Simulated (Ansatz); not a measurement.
**Effect of isotropic strain +1.00 % on Au**

Take Au in the fcc (Cu type) structure (space group Fm-3m, No. 225; a = 4.125 Å; relaxed with 0.1 eV smearing) as the base.

One thing is altered: the cell is scaled by 1.0100 in all directions; the atoms relax in the strained cell.

All numbers come from Ansatz (a quantum-chemistry and plane-wave program), r2SCAN, PAW, cutoff 500 eV, spin-orbit coupling left out. k-mesh 27×27×27 (Γ-centred); smearing 0.1 eV (Fermi–Dirac).

| quantity | base | changed | shift |
|---|---|---|---|
| volume per atom | 17.54 Å³ | 18.07 Å³ | +0.53 Å³ |
| space group | Fm-3m (No. 225) | Fm-3m (No. 225) | – |
| shortest interatomic distance | 2.916 Å | 2.946 Å | +0.0292 Å |
| energy relative to the base (free energy F) | 0 meV/atom | +7.2 meV/atom | +7.2 meV/atom |
| pressure | 0.0 GPa | -4.2 GPa | -4.2 GPa |
| band gap | zero | zero | – |

No phonon test of stability was made.
